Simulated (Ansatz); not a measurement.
**A computed series for As: thickness series**

The reference is As (space group Cmce, No. 64; a = 3.656 Å, b = 11.127 Å, c = 4.627 Å; layered, stacked along the Cartesian y axis).

Free-standing slabs (4 atom(s) a layer) normal to the stacking axis with 15 Å of vacuum; in-plane cell relaxed.

All numbers come from Kohn–Sham DFT with the r2SCAN+rVV10 functional, run in Ansatz (an electronic-structure program) with PAW and 500 eV plane waves, scalar-relativistic without spin-orbit coupling.

Notes on the quantities. excess energy per area of both faces: slab less bulk energy over the cell's area: twice a surface energy; uncertain by up to 0.1 J/m².

| case | gap character | excess energy per area of both faces | shortest interatomic distance |
|---|---|---|---|
| base | – | – | 2.473 Å |
| 1 layer | indirect, Γ–Z (75 % along) → Γ | 0.43 J/m² | 2.463 Å |
| 2 layers | direct at Γ | 0.5 J/m² | 2.467 Å |
| 3 layers | direct at Γ | 0.5 J/m² | 2.467 Å |

Slab and bulk use different k-meshes, which limits the precision of the excess energy. No phonon test of stability was made. This is not the structure that As has at room temperature and ambient pressure. k-point labels follow each cell's own Brillouin zone.
